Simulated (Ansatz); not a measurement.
Cost and result by functional for the surface energy of the (11-23) surface of hcp Ru in its 1x1 cell, outermost plane spacing 0.49 Å in the ideal cut, in Ansatz (plane waves, PAW). Single points on the PBE structure, on one kind of machine; costs are rough ratios of the slab run's core time (references not counted) to the cheapest single point. r2SCAN's cost holds its higher cutoff (500 against 420 eV). Differences are taken against r2SCAN for comparison alone: no measured value is at hand, so the table doesn't rank accuracy.

Set-up: 21 atoms, 9.9 Å thick at the start (thin: gaps and levels are the slab's own); mesh 9x7x1; 0.1 eV smearing; dipole correction on; all atoms relaxed; symmetry of the start imposed; no spin, no spin-orbit, no U. These notes are the PBE run's.

```
functional                     relative cost  surface energy (J/m²)  less r2SCAN (J/m²)
-----------------------------  -------------  ---------------------  ------------------
RPBE                                       1                   2.99               -0.52
PBEsol                                     1                   3.73                0.22
LDA                                        1                   3.92                0.41
r2SCAN                                     2                   3.51                0.00
PBE (the relaxed run's value)              –                   3.26               -0.25
```

The values span 0.93 J/m², while the single points' costs differ by a factor of roughly 2. Differences are of unrounded values.

Ansatz is a program for electronic structure.
